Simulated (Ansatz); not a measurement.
Start from PbSe in the rock salt structure (space group Fm-3m, No. 225; a = 6.041 Å). Axes: x, y, z lie along the cube axes.

All numbers come from plane-wave PAW DFT at the LDA level (Ansatz, an electronic-structure program, 420 eV), no SOC.

Strains are applied to the cell and any free atomic positions relax; under biaxial strain the out-of-plane vector relaxes too.

One change was made to it. Results:

```csv
quantity,base,after
energy relative to the base (free energy F),0 meV/atom,+5.7 meV/atom
"pressure (mean of the normal stresses, compression positive)",0.0 GPa,1.1 GPa
volume per atom,27.55 Å³,27.04 Å³
```

Q: Which of these changes matches the shifts?
A) biaxial strain −1.25 %, plane normal [111], relaxed out of plane
B) biaxial strain −0.42 %, plane normal [111], relaxed out of plane
C) biaxial strain −2.08 %, plane normal [111], relaxed out of plane
D) biaxial strain −2.50 %, plane normal [111], relaxed out of plane
E) biaxial strain +1.25 %, plane normal [111], relaxed out of plane

A: C, biaxial strain −2.08 %, plane normal [111], relaxed out of plane. For comparison, the energy relative to the base in the other runs: biaxial strain −1.25 %, plane normal [111], relaxed out of plane gives +2.0 meV/atom; biaxial strain −0.42 %, plane normal [111], relaxed out of plane gives +0.2 meV/atom; biaxial strain +1.25 %, plane normal [111], relaxed out of plane gives +2.0 meV/atom; biaxial strain −2.50 %, plane normal [111], relaxed out of plane gives +8.3 meV/atom.

A case with no gap was solved on a k-mesh chosen for an insulator, which is coarse for it. Whether these cells are dynamically stable was not tested. All final runs are without spin polarisation.
